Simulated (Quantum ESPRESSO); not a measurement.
Troubleshooting Quantum ESPRESSO: a failed run on LaMg6Ga (Amm2, 8 atoms in the cell). The aim is a self-consistent single point with DFT, PBEsol, plane waves, GBRV 1.5 ultrasoft (PBESOL) pseudopotentials.

Cell that was meant: a = 5.1257 Å, b = 6.7934 Å, c = 6.7934 Å, α = 60.08°, β = 90.00°, γ = 90.00°.

Part of the input:

```fortran
    occupations = 'smearing',
    smearing = 'fermi-dirac',
    degauss = 0.0073499,
/
ATOMIC_SPECIES
La   138.9055  la_pbesol_v1.uspp.F.UPF
Mg    24.3050  mg_pbesol_v1.4.uspp.F.UPF
```

Log, with long lists cut:

```
     This program is part of the open-source Quantum ESPRESSO suite
     for quantum simulation of materials; please cite

 %%%%%%%%%%%%%%%%%%%%%%%%%%%%%%%%%%%%%%%%%%%%%%%%%%%%%%%%%%%%%%%%%%%%%%%%%%%%%%
     Error in routine  read_namelists (1):
      bad line in namelist &electrons: "4 3 3  0 0 0" (error could be in the previous line)
 %%%%%%%%%%%%%%%%%%%%%%%%%%%%%%%%%%%%%%%%%%%%%%%%%%%%%%%%%%%%%%%%%%%%%%%%%%%%%%

     stopping ...
```

**Question.** From the messages shown, name the fault and mend the input.

**Answer.** The fault is a required namelist left out. The program reads the namelists in a fixed order, even empty ones. To fix it, add the namelist. The program stopped before any SCF iteration.

The sound input it was made from differs as follows (other fixes are possible):
```diff
+/
+&ELECTRONS
+    conv_thr = 1.0d-10,
```

With that input, the run converged in 14 iterations: free energy E − TS -17250.6972 eV; Fermi level (on the code's own zero) 6.38 eV; pressure -2.37 GPa; largest force (vector length) 0.074 eV/Å (DFT, PBEsol, plane waves, GBRV 1.5 ultrasoft (PBESOL) pseudopotentials).

On the sound input: the starting cell comes from a database of computed structures (which also holds hypothetical and non-ambient phases and stackings), without a prior relaxation at this level. Its lattice was rescaled by a random factor within 2.5 % of one.
